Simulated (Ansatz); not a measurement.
Consider the following.

End structure of the (331) surface of germanium, from a spin-polarised start, no caps (bottom of the slab: built like the top, H on every dangling bond, free):

```yaml
crystal:
  lattice:
    - [8.14587, 0.00000, 0.00000]
    - [2.03647, 8.87676, 0.00000]
    - [0.00000, 0.00000, 26.00000]
  atoms:
    - { symbol: Ge, position: [0.13187, 0.47213, 0.37093] }
    - { symbol: Ge, position: [0.63187, 0.47213, 0.37093] }
    - { symbol: Ge, position: [0.84352, 0.62554, 0.38283] }
    - { symbol: Ge, position: [0.34352, 0.62554, 0.38283] }
    - { symbol: Ge, position: [0.97330, 0.10617, 0.42215] }
    - { symbol: Ge, position: [0.47330, 0.10617, 0.42215] }
    - { symbol: Ge, position: [0.68433, 0.26214, 0.43340] }
    - { symbol: Ge, position: [0.18433, 0.26214, 0.43340] }
    - { symbol: Ge, position: [0.81541, 0.73856, 0.47000] }
    - { symbol: Ge, position: [0.31541, 0.73856, 0.47000] }
    - { symbol: Ge, position: [0.52611, 0.89575, 0.48540] }
    - { symbol: Ge, position: [0.02611, 0.89575, 0.48540] }
    - { symbol: Ge, position: [0.65789, 0.36842, 0.52164] }
    - { symbol: Ge, position: [0.15789, 0.36842, 0.52164] }
    - { symbol: Ge, position: [0.36842, 0.52632, 0.53435] }
    - { symbol: Ge, position: [0.86842, 0.52632, 0.53435] }
    - { symbol: Ge, position: [0.50229, 0.99054, 0.57560] }
    - { symbol: Ge, position: [0.00229, 0.99054, 0.57560] }
    - { symbol: Ge, position: [0.20987, 0.15999, 0.58653] }
    - { symbol: Ge, position: [0.70987, 0.15999, 0.58653] }
    - { symbol: Ge, position: [0.33258, 0.66946, 0.61864] }
    - { symbol: Ge, position: [0.83258, 0.66946, 0.61864] }
    - { symbol: Ge, position: [0.04699, 0.81170, 0.65224] }
    - { symbol: Ge, position: [0.54699, 0.81170, 0.65224] }
    - { symbol: Ge, position: [0.18488, 0.25947, 0.67814] }
    - { symbol: Ge, position: [0.68488, 0.25947, 0.67814] }
    - { symbol: Ge, position: [0.89746, 0.40900, 0.65656] }
    - { symbol: Ge, position: [0.39746, 0.40900, 0.65656] }
    - { symbol: H, position: [0.14845, 0.40654, 0.31536] }
    - { symbol: H, position: [0.64845, 0.40654, 0.31536] }
    - { symbol: H, position: [0.81131, 0.75447, 0.34222] }
    - { symbol: H, position: [0.31131, 0.75447, 0.34222] }
    - { symbol: H, position: [0.99003, 0.03973, 0.36661] }
    - { symbol: H, position: [0.49003, 0.03973, 0.36661] }
```

Model: 34-atom slab, 9.7 Å thick at the start with caps and adatoms (thin: gaps and levels are the slab's own), 4x4x1 mesh, Fermi-Dirac 0.025 eV, dipole correction, 4 atoms held, the rest relaxed; no symmetry held; spin-polarised from one start with parallel moments (other orders not tried), no spin-orbit, no U. The slab shows no gap over 0.04 eV on its mesh. The starting moment vanished. It is one candidate, not shown to be the stable structure of the face.

Question: What is the computed work function of the top face (PBE (Ansatz, an electronic-structure program))?

Answer: 4.89 eV
